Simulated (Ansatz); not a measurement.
# HfSi2 under a change: biaxial strain +4.68 %, plane normal [001], relaxed out of plane

Base system: HfSi$_{2}$ (space group Cmcm, No. 63; a = 3.650 Å, b = 14.350 Å, c = 3.635 Å). Axes: x, y, z lie along a, b, c of the conventional cell.

Perturbation: biaxial strain +4.68 %, plane normal [001], relaxed out of plane (Cartesian); in-plane vectors clamped, the third vector and the atoms free.

Calculations: Ansatz (a quantum-chemistry and plane-wave program) PBEsol, no SOC. Settings: 13×13×13 k-points, 0.05 eV Fermi–Dirac smearing.

```csv
quantity,base,changed,shift
volume per atom,15.87 Å³,16.90 Å³,+1.03 Å³
space group,Cmcm (No. 63),Cmcm (No. 63),–
energy relative to the base (free energy F),0 meV/atom,+49 meV/atom,+49 meV/atom
band gap,zero,zero,–
out-of-plane strain (rough),–,-2.80 %,–
mean in-plane stress (compression positive) (rough),–,-9.8 GPa,–
```

Final structure (turned so that z lies along the plane normal):

```
HfSi2
1.0
    3.82110     0.00000     0.00000
    1.91055     7.51062     0.00000
    0.00000     0.00000     3.53328
Si Hf
4 2
Direct
  0.94523   0.10955   0.75000
  0.05477   0.89045   0.25000
  0.24819   0.50361   0.75000
  0.75181   0.49639   0.25000
  0.60666   0.78668   0.75000
  0.39334   0.21332   0.25000
```

Cost of the whole job for the changed cell (relaxation, final SCF and bands): around 12 core-minutes (rough).

Without a gap, meshes like the base's 13×13×13 leave anisotropic stresses uncertain by several tenths of a GPa, and small strain energies with them. Whether these cells are dynamically stable was not tested. All final runs are without spin polarisation.
